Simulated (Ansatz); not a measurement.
**TePt (P6₃/mmc, No. 194, 4 atoms in the cell; start mp-571512; a measured phase of this formula has another space group)**

Level of theory: PBEsol (Ansatz, an electronic-structure program, PAW).

Settings: plane-wave cutoff 520 eV, 18×18×10 k mesh (along the axes of the cell as run), Fermi–Dirac smearing 0.05 eV, scalar-relativistic PAW data made under PBE.

Cell (relaxed at this level):

```
CELL_PARAMETERS angstrom
      4.22768     0.00000     0.00000
     -2.11384     3.66128     0.00000
      0.00000     0.00000     5.53002
ATOMIC_POSITIONS crystal
  Te 0.66667 0.33333 0.75000
  Te 0.33333 0.66667 0.25000
  Pt 0.00000 0.00000 0.50000
  Pt 0.00000 0.00000 0.00000
```

band gap: zero (no gap)
bulk modulus: 137 GPa

Note: the relaxation could not lower the start's symmetry, so the cell can be a saddle point above a distorted one; the bulk modulus is −V dP/dV from two relaxed cells at ±2 % in volume.

Spin–orbit coupling is not included; it can open a gap where bands touch, and shift volumes and moduli.

The computed numbers hold no vibrational or temperature effects.

It cost roughly 2.1 core-minutes of CPU time.

A start named mp-… is a Materials Project structure, which need not be a measured phase.
